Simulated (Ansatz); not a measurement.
Functionals compared on the (332) surface of fcc Cu in its 1x1 cell, outermost plane spacing 0.39 Å in the ideal cut, in Ansatz (plane waves, PAW). The structure was relaxed with PBE; the other rows are single points on it, each with its references at the same level. Cutoff 420 eV (500 eV for r2SCAN).

Model: 28-atom slab, 10.4 Å thick at the start (thin: gaps and levels are the slab's own), 15x3x1 mesh, Fermi-Dirac 0.1 eV, dipole correction, all atoms relaxed; symmetry of the start imposed; no spin, no spin-orbit, no U. These notes are the PBE run's.

| functional | surface energy (J/m²) | work function of the top face (eV) | rough cost of the single point |
|---|---|---|---|
| PBE | 1.44 | 4.64 | – |
| LDA | 1.92 | 4.99 | very roughly 14 core-minutes |
| PBEsol | 1.77 | 4.75 | about 14 core-minutes (a rough figure) |
| RPBE | ? | ? | roughly 13 core-minutes |
| r2SCAN | 1.69 | 4.65 | around 19 core-minutes (rough) |

**Question.** Fill in the missing entries.

**Answer.** 
- RPBE, surface energy (J/m²): 1.22
- RPBE, work function of the top face (eV): 4.47

Ansatz is an electronic-structure program.
